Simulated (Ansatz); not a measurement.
Start from W in the bcc (W type) structure (space group Im-3m, No. 229; relaxed with 0.1 eV smearing).

```yaml
crystal:
  lattice:
    - [-1.58442, 1.58442, 1.58442]
    - [1.58442, -1.58442, 1.58442]
    - [1.58442, 1.58442, -1.58442]
  atoms:
    - { symbol: W, position: [0.00000, 0.00000, 0.00000] }
```

Cartesian axes are those of the cell as printed.

Calculations: r2SCAN/PAW in Ansatz (an electronic-structure program), scalar-relativistic without spin-orbit coupling.

Strains are applied to the cell and any free atomic positions relax; under biaxial strain the out-of-plane vector relaxes too.

One change was made to it. Results:

```csv
quantity,base,after
"pressure (mean of the normal stresses, compression positive)",0.0 GPa,8.4 GPa
energy relative to the base (free energy F),0 meV/atom,+25 meV/atom
```

Task: Name the change that was made.
A) biaxial strain −1.50 %, plane normal [001], relaxed out of plane
B) biaxial strain −2.50 %, plane normal [001], relaxed out of plane
C) biaxial strain −2.00 %, plane normal [001], relaxed out of plane
D) biaxial strain −3.00 %, plane normal [001], relaxed out of plane

Result: C, biaxial strain −2.00 %, plane normal [001], relaxed out of plane. For comparison, the energy relative to the base in the other runs: biaxial strain −2.50 %, plane normal [001], relaxed out of plane gives +39 meV/atom; biaxial strain −1.50 %, plane normal [001], relaxed out of plane gives +14 meV/atom; biaxial strain −3.00 %, plane normal [001], relaxed out of plane gives +56 meV/atom.

Whether these cells are dynamically stable was not tested. The final runs are not spin-polarised.
